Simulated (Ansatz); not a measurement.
How far PBE and r2SCAN part for SiC, pressure −2 GPa

The parent structure is SiC (space group P6_3mc, No. 186; a = 3.094 Å, c = 10.129 Å).

(Cell as relaxed with PBE.)

Levels (all Ansatz, an electronic-structure program, PAW, earlier PAW set): PBE (420 eV, no SOC); r2SCAN (500 eV, no spin-orbit coupling).

Each level relaxes its own structure.

| base | PBE | r2SCAN |
|---|---|---|
| volume per atom | 10.50 Å³ | 10.33 Å³ |
| lattice parameter a | 309.4 pm | 307.8 pm |
| band gap | 2.22 eV | 2.60 eV |

One thing is altered: hydrostatic tension (pressure −2 GPa).

```tsv
quantity	PBE	r2SCAN
band gap	2.22 eV	2.59 eV
valence-band top at Γ (three highest levels, from the VBM)	0.00, 0.00, -0.05 eV	0.00, 0.00, -0.05 eV
volume per atom	10.60 Å³	10.43 Å³
smallest direct gap	3.34 eV	3.77 eV
```

PBE's band gap lies 0.37 eV below r2SCAN's; PBE's volume per atom lies 0.17 Å³ above r2SCAN's (1.6 %); PBE's smallest direct gap lies 0.43 eV below r2SCAN's; the two agree on the valence-band top at Γ. Neither level is exact; r2SCAN is the comparison here, not a measurement.

Load acts through the strain it causes; cell and atoms are relaxed under it. No phonon test of stability was made.
